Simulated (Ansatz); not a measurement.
**What biaxial strain +2.50 %, plane normal [111], relaxed out of plane does to Pd**

Take Pd in the fcc (Cu type) structure (space group Fm-3m, No. 225; a = 3.910 Å; relaxed with 0.1 eV smearing) as the base. Axes: x, y, z lie along the cube axes.

It is then changed as follows: tensile biaxial strain of 2.50 % in the plane normal to [111], as in epitaxy on a mismatched substrate; the out-of-plane cell vector and the atoms relax.

All numbers come from Ansatz (a first-principles code), r2SCAN, PAW, cutoff 500 eV, no spin-orbit coupling. k-mesh 29×29×29 (Γ-centred); smearing 0.1 eV (Fermi–Dirac).

```json
[
 {"quantity": "volume per atom", "base": "14.95 Å³", "changed": "15.34 Å³", "shift": "+0.39 Å³"},
 {"quantity": "space group", "base": "Fm-3m (No. 225)", "changed": "R-3m (No. 166)", "shift": "–"},
 {"quantity": "shortest interatomic distance", "base": "2.765 Å", "changed": "2.746 Å", "shift": "-0.019 Å"},
 {"quantity": "energy relative to the base (free energy F)", "base": "0 meV/atom", "changed": "+15 meV/atom", "shift": "+15 meV/atom"},
 {"quantity": "band gap", "base": "zero", "changed": "zero", "shift": "–"},
 {"quantity": "out-of-plane strain", "base": "–", "changed": "-2.32 %", "shift": "–"},
 {"quantity": "ratio −ε⊥/ε∥", "base": "–", "changed": "0.93", "shift": "–"}
]
```

Final structure (turned so that z lies along the plane normal):

```xyz
1
Lattice="2.8342 0.0000 0.0000 1.4171 2.4545 0.0000 1.4171 -0.8182 2.2053" Properties=species:S:1:pos:R:3 pbc="T T T"
Pd     0.0000     0.0000     0.0000
```

Cost of the whole job for the changed cell (relaxation, final SCF and bands): roughly 8 core-minutes.

No phonon test of stability was made. All final runs are without spin polarisation. Pd lies near a magnetic instability that expansion can trigger; it was not tested. Pd has a high density of states at the Fermi level and may be magnetic at this level.
